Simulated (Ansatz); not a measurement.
## A computed series for AlRu: pressure series

Consider AlRu in the CsCl type structure (space group Pm-3m, No. 221).

```yaml
crystal:
  lattice:
    - [3.00370, 0.00000, 0.00000]
    - [0.00000, 3.00370, 0.00000]
    - [0.00000, 0.00000, 3.00370]
  atoms:
    - { symbol: Al, position: [0.50000, 0.50000, 0.50000] }
    - { symbol: Ru, position: [0.00000, 0.00000, 0.00000] }
```

Cell and atoms are relaxed at each pressure.

Calculations: DFT with PBE, PAW potentials and a 420 eV plane-wave cutoff in Ansatz (an electronic-structure program), no SOC.

Notes on the quantities. enthalpy: H = E + PV relative to the base's energy.

```csv
case,enthalpy,density
base,–,7.85 g/cm³
pressure −2 GPa,-0.17 eV/atom,7.77 g/cm³
pressure −1 GPa,-0.08 eV/atom,7.81 g/cm³
pressure 0.9 GPa,+0.08 eV/atom,7.88 g/cm³
pressure 2.1 GPa,+0.18 eV/atom,7.93 g/cm³
pressure 4.5 GPa,+0.38 eV/atom,8.01 g/cm³
pressure 9 GPa,+0.75 eV/atom,8.17 g/cm³
pressure 15 GPa,+1.23 eV/atom,8.36 g/cm³
pressure 22.5 GPa,+1.81 eV/atom,8.59 g/cm³
pressure 30 GPa,+2.39 eV/atom,8.80 g/cm³
```

Load acts through the strain it causes; cell and atoms are relaxed under it. Whether these cells are dynamically stable was not tested. No other phases were tried under pressure. The final runs are not spin-polarised.
